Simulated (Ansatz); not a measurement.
## One base run on Ta₃P (Pnma, 16 atoms in the cell) and variants with one or two settings moved

```
Ta3P
1.0
    6.61144     0.00000     0.00000
    0.00000     8.76503     0.00000
    0.00000     0.00000     5.87496
Ta P
12 4
Direct
  0.03600   0.25000   0.85200
  0.53600   0.25000   0.64800
  0.96400   0.75000   0.14800
  0.46400   0.75000   0.35200
  0.18600   0.06300   0.32800
  0.68600   0.43700   0.17200
  0.81400   0.56300   0.67200
  0.31400   0.93700   0.82800
  0.81400   0.93700   0.67200
  0.31400   0.56300   0.82800
  0.18600   0.43700   0.32800
  0.68600   0.06300   0.17200
  0.39000   0.25000   0.05000
  0.89000   0.25000   0.45000
  0.61000   0.75000   0.95000
  0.11000   0.75000   0.55000
```

Base run A: PBE in Ansatz (a program for electronic structure), self-consistent single point.

Its settings: basis.ecutwfc = 420 eV; kpoints.mp_grid.grid = 3 2 3; hamiltonian.xc = pbe; hamiltonian.pseudopotentials = {kind: paw} (the program's default PAW files); scf.occupations.method = fermi_dirac; scf.occupations.width = 0.1 eV.

The starting cell was generated: these elements placed on a structure prototype, without a prior relaxation; it need not be a known phase or ordering of this composition. Spin polarisation is off. In the base run, with a pressure of about -29 GPa the cell is away from its equilibrium volume at this level. Ansatz's pressure includes its estimate of the finite-basis (Pulay) stress. Without a gap this mesh is coarse (it stands for a supercell whose shortest vector is 18 Å).

ΔF is the free energy per atom less that of run A. A dash stands where there is no value to compare (another energy zero or no entropy term, no result, no spin, no clean gap, or a mesh too coarse for one). Absolute energies have different zeros for different potentials, functionals, Hubbard and dispersion terms and are not compared across them.

Run A gave: pressure (GPa) -28.98; largest force (eV/Å) 0.627; k-points 8.

Runs:
- B: hamiltonian.dispersion: default → d3bj [PBE-D3BJ]
- C: hamiltonian.xc: pbe → lda; magnetization.noncollinear: default → true; magnetization.spin_orbit: default → true [LDA (PW92) with spin-orbit coupling]
- D: hamiltonian.xc: pbe → rpbe [RPBE]
- E: kpoints.mp_grid.grid: 3 2 3 → 2 1 2
- F: kpoints.mp_grid.grid: 3 2 3 → 8 6 9
- G: scf.mixing.algorithm: default (the program chose MSR1) → broyden; scf.mixing.beta: default → 0.02
- H: scf.mixing.preconditioner: default (the program chose Kerker) → none
- I: scf.eigensolver.kind: default (the program chose band_cg) → davidson

### Question
What does run C change against A?

### Answer
The pressure goes from -28.98 to -35.31 GPa and the largest force goes from 0.627 to 0.566 eV/Å.

### Question
What does run F change against A?

### Answer
The free energy goes down by 2.2 meV/atom, the pressure moves little (-28.98 to -29.02 GPa) and the largest force hardly changes (0.627 to 0.631 eV/Å).

| run | ΔF (meV/atom) | pressure (GPa) | largest force (eV/Å) | k-points |
|---|---|---|---|---|
| A | 0.00 | -28.98 | 0.627 | 8 |
| B | – | -32.86 | 0.628 | 8 |
| C | – | -35.31 | 0.566 | 8 |
| D | – | -26.85 | 0.644 | 8 |
| E | -10.7 | -29.15 | 0.749 | 4 |
| F | -2.2 | -29.02 | 0.631 | 100 |
| G | 0.00 | -28.98 | 0.627 | 8 |
| H | 0.00 | -28.98 | 0.627 | 8 |
| I | 0.00 | -28.98 | 0.627 | 8 |

Keys are those of Ansatz 0.2.
